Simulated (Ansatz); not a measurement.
**NiSi$_{2}$ (space group Fm-3m, No. 225; non-magnetic)**

```yaml
crystal:
  lattice:
    - [0.00000, 2.72203, 2.72203]
    - [2.72203, 0.00000, 2.72203]
    - [2.72203, 2.72203, 0.00000]
  atoms:
    - { symbol: Ni, position: [0.00000, 0.00000, 0.00000] }
    - { symbol: Si, position: [0.25000, 0.25000, 0.25000] }
    - { symbol: Si, position: [0.75000, 0.75000, 0.75000] }
```

Computed with PBE, PAW, 420 eV (Ansatz, a program for electronic structure; no spin-orbit coupling), earlier PAW set. Γ-centred 15×15×15 mesh, Fermi–Dirac width 0.05 eV.

| Property | Value |
|---|---|
| Volume per atom | 13.45 Å³ |
| Density | 4.73 g/cm³ |
| Band gap | zero |
| Total energy | -2370.804 eV/atom (σ→0; compares only within this code and set-up) |

No phonon test of stability was made. Seeded moments were not kept for the base. All final runs are without spin polarisation.
